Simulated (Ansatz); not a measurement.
# What isotropic strain −0.50 % does to AlPt3

The reference is AlPt3 in the Cu3Au type structure (space group Pm-3m, No. 221; a = 3.875 Å; a cell from a computed database, its experimental status unchecked; relaxed with 0.1 eV smearing).

Perturbation: every lattice vector is shortened by 0.50 %; the atoms relax in the strained cell.

Method: Kohn–Sham DFT with the PBEsol functional, run in Ansatz (a program for electronic structure) with PAW and 420 eV plane waves, no spin-orbit coupling. Settings: 15×15×15 k-points, 0.1 eV Fermi–Dirac smearing.

```tsv
quantity	base	changed	shift
volume per atom	14.54 Å³	14.33 Å³	-0.217 Å³
space group	Pm-3m (No. 221)	Pm-3m (No. 221)	–
shortest interatomic distance	5.178 bohr	5.152 bohr	-0.026 bohr
energy relative to the base (free energy F)	0 meV/atom	+2.6 meV/atom	+2.6 meV/atom
pressure	0.0 GPa	3.9 GPa	+3.9 GPa
band gap	zero	zero	–
```

No phonon test of stability was made. The base started in P4/mbm and relaxed to Pm-3m at this level. The final runs are not spin-polarised.
